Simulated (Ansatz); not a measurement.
**monolayer PtS₂: band-edge transport data**

Here is the system:

```
PtS2
1.0
    3.50376     0.00000     0.00000
   -1.75188     3.03435     0.00000
    0.00000     0.00000    18.79264
Pt S
1 2
Cartesian
  0.00000   0.00000   9.39632
  0.00000   2.02290  10.66530
  1.75188   1.01145   8.12734
```

All values below come from PBE, rigid bands (plane waves, PAW, scalar-relativistic; Ansatz, an electronic-structure program). Condition of this run: biaxial strain -2 %. Geometry: cell and atoms relaxed with PBE, then loaded as said.

The band gap is 1.82 eV and the electron conductivity mass (300 K, dilute) comes out as 0.44 mₑ. The effective density of states N_c (300 K) is 3.9e13 cm⁻² and the Seebeck coefficient, n-type 1.9e12 cm⁻², 300 K comes out as -454 μV/K.

Rigid bands; masses and Seebeck coefficients take one relaxation time τ for all states and one kind of carrier; polarons and phonon drag are left out. Spin-orbit coupling is left out; with 5d elements it also splits d-like band edges.

Model free-standing layer, not matched to a measured one here: monolayer PtS2.
